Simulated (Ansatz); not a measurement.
The starting structures come from a database of crystals and need not be the phases stable at ambient conditions.

Consider the following.

```
N2OSi2
1.0
    5.22786     0.00000     0.00000
   -2.33038     4.67973     0.00000
    0.00000     0.00000     4.85861
Si N O
4 4 2
Direct
  0.67242   0.02668   0.27070
  0.32758   0.97332   0.77070
  0.02668   0.67242   0.27070
  0.97332   0.32758   0.77070
  0.65712   0.09564   0.61502
  0.34288   0.90436   0.11502
  0.09564   0.65712   0.61502
  0.90436   0.34288   0.11502
  0.79128   0.79128   0.22129
  0.20872   0.20872   0.72129
```

Space group of this cell: Cmc2_1. The cell is taken as given; by PBEsol its mean pressure is 2.2 GPa.

Computed with PBEsol (plane waves, PAW; Ansatz, a quantum-chemistry and plane-wave program).

The current runs along the normal of the first two printed vectors; no spin-orbit coupling. Scaled by the factor s: both lengths across the current (ions clamped). The meshes follow the cell: 8×8×6 and 8×8 across at s = 0.98, 6×6×6 and 6×6 across at s = 1.00, 6×6×6 and 6×6 across at s = 1.02.

| s | mean pressure (GPa) | band gap (eV) |
|---|---|---|
| 0.98 | 12.1 | ? |
| 1.00 | 2.2 | 4.99 |
| 1.02 | -5.9 | 4.72 |

**Question.** Take the slope of the band gap against ln s from the two given rows, extrapolate to s = 0.98, and say what the run there gives.

**Answer.** Slope = (4.72 − 4.99) / ln 1.02 = -13.6 eV. The line gives 4.99 + (-13.6) × ln 0.98 = 5.27 eV. The run gives 5.18 eV, 0.09 eV under the line, 31 % of the predicted step.
